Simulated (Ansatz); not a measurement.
Base system: Bi₂SiO₅ (space group Cmc2_1, No. 36; a = 15.169 Å, b = 5.481 Å, c = 5.327 Å; a cell from a computed database, its experimental status unchecked).

Calculations: PBEsol, PAW, 420 eV (Ansatz, a first-principles code; spin-orbit coupling left out).

One change was made to it. Results:

The valley order (the lowest conduction-band minima on the path, energy above the VBM, named in the base's zone) becomes Y (1/2, 1/2, 0) 2.67 eV; Z (0, 0, 1/2) 3.71 eV; S (0, 1/2, 0) 3.83 eV (base: Y (1/2, 1/2, 0) 2.70 eV; Γ 2.73 eV; S (0, 1/2, 0) 3.74 eV; Z (0, 0, 1/2) 3.76 eV); the width of the top valence band goes up by 0.08 eV to 0.61 eV; the smallest direct gap rises by 0.16 eV, from 2.73 eV to 2.89 eV; the electron mass becomes 0.91 mₑ along a, 0.42 mₑ along b, 0.39 mₑ along c (at Y) (base: 1.7 mₑ along k, 0.41 mₑ across (at Y)).

### Question
Which of these changes matches the shifts?
A) pressure 10 GPa
B) pressure 0.7 GPa
C) pressure 0.3 GPa

### Answer
A, pressure 10 GPa. For comparison, the valley order in the other runs: pressure 0.3 GPa gives Y (1/2, 1/2, 0) 2.70 eV; Γ 2.74 eV; S (0, 1/2, 0) 3.75 eV; Z (0, 0, 1/2) 3.76 eV; pressure 0.7 GPa gives Y (1/2, 1/2, 0) 2.70 eV; Γ 2.74 eV; S (0, 1/2, 0) 3.75 eV; Z (0, 0, 1/2) 3.76 eV.

With Bi present, leaving out spin-orbit coupling can change the band edges. Load acts through the strain it causes; cell and atoms are relaxed under it. Effective masses come from finite differences of ±0.01 Å⁻¹. Along k means along the line from Γ to the band edge. No phonon test of stability was made. No other phases were tried under pressure.
